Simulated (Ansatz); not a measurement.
Faces of bcc Fe, ferromagnetic in 1x1 cells, as slabs relaxed from ideal cuts; for each face the lowest of the symmetric, stoichiometric cuts and spin starts that were computed. The slabs keep the symmetry of their cuts; real faces may buckle, or reconstruct in larger cells. No spin-orbit coupling, no Hubbard U.

Computed with PBE (plane waves to 420 eV, PAW; Ansatz, a first-principles code).

```
face   cell area (Å²)  outermost plane spacing of the ideal cut (Å)  γ unrelaxed (J/m²)  γ relaxed (J/m²)  work function, top face (eV)
-----  --------------  --------------------------------------------  ------------------  ----------------  ----------------------------
(100)            8.01                                          1.42                2.60              2.59                             ?
(110)            5.67                                          2.00                2.51              2.50                          4.79
(111)           13.88                                          0.82                2.87              2.78                          3.96
(210)           17.92                                          0.63                2.67                 ?                          4.27
(211)            9.81                                          1.16                2.72              2.65                          4.15
(221)           24.04                                          0.47                2.79              2.72                          4.17
(310)           12.67                                          0.90                2.64              2.60                          4.07
(332)           18.79                                          0.60                2.81              2.72                             ?
```

Question: What belongs in the gaps?

Answer: 
- (100), work function, top face (eV): 3.91
- (210), γ relaxed (J/m²): 2.63
- (332), work function, top face (eV): 4.02
